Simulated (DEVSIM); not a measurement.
System: abrupt Si p-n junction, at 400 K.

```csv
layer (left to right),material,thickness (μm),Nd (cm⁻³),Na (cm⁻³),τn (s),τp (s)
1,Si,0.850,-,1.2e17,1.9e-6,1.9e-6
2,Si,19.0,1.4e16,-,1.9e-6,1.9e-6
```

Left contact: ohmic. Right contact: ohmic. Voltage is applied to the left contact. Recombination: SRH at mid-gap, radiative, Auger. Mobility is constant in doping.

Constants are typed, rounded textbook-type inputs, not results; the design itself was drawn at random and stands for no fabricated device. Values at 300 K; Nc and Nv go as T^1.5, mobilities as T to minus their exponent, the gap by Varshni's rule with the affinity fixed.

```
parameter               Si
----------------  --------
gap (eV)             1.124
affinity (eV)         4.05
permittivity          11.7
Nc (cm⁻³)          2.86e19
Nv (cm⁻³)           3.1e19
μn (cm²/Vs)           1417
μp (cm²/Vs)            470
T exponent of μn       2.3
T exponent of μp       2.2
B (cm³/s)          4.7e-15
Cn (cm⁶/s)         2.8e-31
Cp (cm⁶/s)         9.9e-32
Varshni α (eV/K)  0.000473
Varshni β (K)          636
```

Simulated with DEVSIM: 1D drift-diffusion, Boltzmann statistics, complete ionisation; no tunnelling, impact ionisation, image-force lowering or self-heating.

The doping Na of layer 1 was swept, all else fixed.

```csv
doping Na of layer 1 (cm^-3),dark forward voltage at 100 A/cm² (V),largest field in the device at zero bias (V/cm),dark forward voltage at 1 A/cm² (V),potential step across the device at zero bias (V)
3.6e15,0.543,19000,0.259,0.492
1.2e16,___,___,___,0.533
3.6e16,0.594,40000,0.345,0.571
1.2e17,0.613,47000,0.385,0.613
3.6e17,0.627,56000,0.415,0.650
1.2e18,0.640,81000,0.439,0.692
3.6e18,0.649,130000,0.450,0.730
```

Some entries are withheld; supply them.


- 1.2e16, dark forward voltage at 100 A/cm² (V): 0.573
- 1.2e16, largest field in the device at zero bias (V/cm): 30000
- 1.2e16, dark forward voltage at 1 A/cm² (V): 0.306
